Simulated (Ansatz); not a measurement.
The reference is ZnS in the zinc blende structure (space group F-43m, No. 216).

```yaml
crystal:
  lattice:
    - [0.00000, 2.69520, 2.69520]
    - [2.69520, 0.00000, 2.69520]
    - [2.69520, 2.69520, 0.00000]
  atoms:
    - { symbol: S, position: [0.75000, 0.75000, 0.75000] }
    - { symbol: Zn, position: [0.00000, 0.00000, 0.00000] }
```

Cartesian axes are those of the cell as printed.

Method: Ansatz (an electronic-structure program), r2SCAN, PAW, cutoff 500 eV, no spin-orbit coupling, earlier PAW set.

Strains are applied to the cell and any free atomic positions relax; under biaxial strain the out-of-plane vector relaxes too.

One change was made to it. Results:

The band gap decreases by 0.122 eV, from 2.70 eV to 2.57 eV; the pressure (mean of the normal stresses, compression positive) hardly moves (0.00 GPa against 0.01 GPa); the energy grows by 4.0 meV/atom; the valence-band top at Γ (three highest levels, from the VBM) goes from 0.00, 0.00, 0.00 eV to 0.00, -0.11, -0.20 eV.

Problem. Name the change that was made.
A) tensor shear ε_xy = +0.99 %
B) biaxial strain +1.06 %, plane normal [001], relaxed out of plane
C) tensor shear ε_xy = −3.43 %
D) tensor shear ε_xy = +1.80 %
E) biaxial strain +1.15 %, plane normal [111], relaxed out of plane

Solution. D, tensor shear ε_xy = +1.80 %. For comparison, the energy relative to the base in the other runs: tensor shear ε_xy = −3.43 % gives +14 meV/atom; biaxial strain +1.15 %, plane normal [111], relaxed out of plane gives +2.6 meV/atom; biaxial strain +1.06 %, plane normal [001], relaxed out of plane gives +1.3 meV/atom; tensor shear ε_xy = +0.99 % gives +1.2 meV/atom.

No phonon test of stability was made.
